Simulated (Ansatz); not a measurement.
ZrNBr (Pmmn, No. 59, 6 atoms in the cell; start mp-570157) was calculated with PBEsol in Ansatz (PAW).

Run with plane-wave cutoff 500 eV, 12×10×6 k mesh (along the axes of the cell as run), Fermi–Dirac smearing 0.05 eV, scalar-relativistic PAW data made under PBE.

Cell (relaxed at this level):

```
ZrBrN
1.0
    3.58587     0.00000     0.00000
    0.00000     4.10191     0.00000
    0.00000     0.00000     9.01380
Zr Br N
2 2 2
Direct
  0.00000   0.50000   0.09705
  0.50000   0.00000   0.90295
  0.00000   0.00000   0.67246
  0.50000   0.50000   0.32754
  0.00000   0.00000   0.03140
  0.50000   0.50000   0.96860
```

Task: Give the computed band gap.

Result: 
- band gap = 1.74 eV (on the SCF k mesh)

Note: the relaxation could not lower the start's symmetry, so the cell can be a saddle point above a distorted one; the cell has widely spaced layers and the level no dispersion term, so their spacing and the moduli can rest on weak binding.

Spin–orbit coupling is not included.

A start named mp-… is a Materials Project structure, which need not be a measured phase.

Ansatz is an electronic-structure program.
